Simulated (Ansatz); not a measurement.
The starting structures come from a database of crystals and need not be the phases stable at ambient conditions.

The decay constant κ of evanescent states in the gap governs leakage through a thin film.

Given:

```
LiRb2VO4
1.0
    6.53822     0.00000     0.00000
    0.00000     7.87547     0.00000
    2.62385     0.00000     5.23698
Rb Li V O
4 2 2 8
Direct
  0.79156   0.45069   0.60422
  0.20844   0.95069   0.39578
  0.12476   0.58928   0.93762
  0.87524   0.08928   0.06238
  0.40242   0.17080   0.79879
  0.59758   0.67080   0.20121
  0.38210   0.38924   0.30895
  0.61790   0.88924   0.69105
  0.70812   0.78228   0.40638
  0.29188   0.28228   0.59362
  0.70812   0.78228   0.88550
  0.29188   0.28228   0.11450
  0.73074   0.09124   0.63463
  0.26926   0.59124   0.36537
  0.67408   0.42291   0.16296
  0.32592   0.92291   0.83704
```

The cell is taken as given; by r2SCAN it stands under a pressure of -0.8 GPa.

Transport runs along the normal of the first two printed cell vectors.

No gap correction and no spin-orbit coupling; mid-gap is the computed energy nearest the middle.

### Question
Give the band gap and the smallest decay constant κ at mid-gap that r2SCAN in Ansatz (a program for electronic structure) yields.

### Answer
Gap 4.30 eV on a 6×4×6 mesh; κ = 0.522 1/Å, at the zone centre.
